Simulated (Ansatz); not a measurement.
BiRh under a change: strain tensor (xx, yy, zz, yz, xz, xy) = (+0.97, +0.44, +0.75, −0.01, +0.30, +0.14) %

Start from BiRh in the NiAs type structure (space group P6_3/mmc, No. 194; a = 4.113 Å, c = 5.636 Å; relaxed with 0.1 eV smearing). Axes: x lies along a and z along c of the hexagonal cell.

It is then changed as follows: strain tensor (xx, yy, zz, yz, xz, xy) = (+0.97, +0.44, +0.75, −0.01, +0.30, +0.14) %, atoms relaxed at fixed cell.

Computed with PBEsol in Ansatz (plane waves to 420 eV, PAW, without spin-orbit coupling). k-mesh 16×16×10 (Γ-centred); smearing 0.1 eV (Fermi–Dirac).

```tsv
quantity	base	changed	shift
volume per atom	20.64 Å³	21.09 Å³	+0.45 Å³
space group	P6_3/mmc (No. 194)	P-1 (No. 2)	–
shortest interatomic distance	2.761 Å	2.775 Å	+0.014 Å
energy relative to the base (free energy F)	0 meV/atom	+4.0 meV/atom	+4.0 meV/atom
pressure (mean of the normal stresses, compression positive)	0.0 GPa	-2.7 GPa	-2.7 GPa
band gap	zero	zero	–
stress (xx, yy, zz, yz, xz, xy; compression positive)	–	(-2.8, -2.4, -2.8, 0.0, -0.3, -0.1) GPa	–
```

Cost of the whole job for the changed cell (relaxation, final SCF and bands): very roughly 11 core-minutes.

No phonon test of stability was made. All final runs are without spin polarisation.

Ansatz is a program for electronic structure.
